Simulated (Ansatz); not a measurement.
# A computed series for Sn: response to strain

The parent structure is Sn in the diamond structure (space group Fd-3m, No. 227; a = 6.656 Å; relaxed with 0.1 eV smearing).

Strains are applied to the cell and any free atomic positions relax.

The values are results of Kohn–Sham DFT with the PBE functional, run in Ansatz (a program for electronic structure) with PAW and 420 eV plane waves, spin-orbit coupling left out, not measurements.

Candidates:
(a) isotropic strain −2.00 %
(b) isotropic strain −1.00 %
(c) isotropic strain +2.50 %
(d) isotropic strain −2.50 %
(e) isotropic strain +2.00 %

Notes on the quantities. energy relative to the base: free energy F.

**Question.** Order them by energy relative to the base, lowest first.

**Answer.** (b) isotropic strain −1.00 % (+3.8 meV/atom), (e) isotropic strain +2.00 % (+14 meV/atom), (a) isotropic strain −2.00 % (+16 meV/atom), (c) isotropic strain +2.50 % (+21 meV/atom), (d) isotropic strain −2.50 % (+25 meV/atom)

No phonon test of stability was made.
